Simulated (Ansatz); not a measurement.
NH2 on the 1x1 (110) surface of bcc W, one in a 2x2 cell: adsorption energies (eV for each) against NH3(g) − ½ H2(g) in Ansatz (plane waves, PAW). Structures relaxed with PBE; the other functionals are single points on them, with slab and gas at the same level. No dispersion, zero-point or thermal terms. Rows are starts at which the adsorbate stayed.

Slab: 19 atoms, 6.6 Å thick at the start under the adsorbate (thin: gaps and levels are the slab's own); k 6x6x1, smearing 0.1 eV, dipole-corrected; 8 atoms held, the rest relaxed; each run with such symmetry as its start has; no spin, no spin-orbit, no U, no dispersion correction.

```json
[
 {"site": "bridge W-W (span 2.8 Å)", "PBE": "-1.08", "RPBE": "-0.84", "r2SCAN": "-1.26"},
 {"site": "bridge W-W (span 3.2 Å)", "PBE": "-0.44", "RPBE": "-0.19", "r2SCAN": "-0.66"}
]
```

RPBE moves the energies by 0.25 eV on average against PBE and puts 'bridge W-W (span 2.8 Å)' lowest, as PBE does. r2SCAN moves the energies by -0.20 eV on average against PBE and puts 'bridge W-W (span 2.8 Å)' lowest, as PBE does.

Ansatz is a program for electronic structure.
